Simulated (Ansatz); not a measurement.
HgS in the zinc blende structure (space group F-43m, No. 216)

```xyz
2
Lattice="0.0000 2.9379 2.9379 2.9379 0.0000 2.9379 2.9379 2.9379 0.0000" Properties=species:S:1:pos:R:3 pbc="T T T"
Hg     0.0000     0.0000     0.0000
S      1.4690     1.4690     1.4690
```

All numbers come from Ansatz (an electronic-structure program) PBEsol, spin-orbit coupling left out. Γ-centred 10×10×10 mesh, Fermi–Dirac width 0.05 eV.

```json
{
  "volume_per_atom": "25.36 Å³",
  "density": "7.62 g/cm³",
  "band_gap": "zero",
  "total_energy": "-7276.639 eV/atom (σ→0; compares only within this code and set-up)"
}
```

Spin-orbit coupling, missing from the scalar runs, can matter with Hg. No phonon test of stability was made. The final runs are not spin-polarised. The zero or small gap of HgS can change with the level of theory.
